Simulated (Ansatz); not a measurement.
Base system: MgO in the rock salt structure (space group Fm-3m, No. 225).

```cif
data_MgO
_chemical_formula_sum 'Mg1 O1'
_space_group_name_H-M_alt 'P 1'
_space_group_IT_number 1
_cell_length_a 3.00784
_cell_length_b 3.00784
_cell_length_c 3.00784
_cell_angle_alpha 60.000
_cell_angle_beta 60.000
_cell_angle_gamma 60.000
loop_
_space_group_symop_operation_xyz
  'x, y, z'
loop_
_atom_site_label
_atom_site_type_symbol
_atom_site_fract_x
_atom_site_fract_y
_atom_site_fract_z
_atom_site_occupancy
Mg1 Mg 0.00000 0.00000 0.00000 1
O1 O 0.50000 0.50000 0.50000 1
```

Computed with PBE in Ansatz (plane waves to 420 eV, PAW, no SOC).

Base values:

| Property | Value |
|---|---|
| Band gap | 4.46 eV |
| Pressure | 0.01 GPa |

The change: the cell is scaled by 1.0250 in all directions; the atoms relax in the strained cell.

**Question.** How does this affect the band gap?

**Answer.** The band gap decreases by 0.66 eV to 3.80 eV.

**Question.** Predict the new pressure.

**Answer.** The pressure drops by 9.49 GPa (0.01 GPa → -9.48 GPa).

Stability against distortions was not tested.

Ansatz is a program for electronic structure.
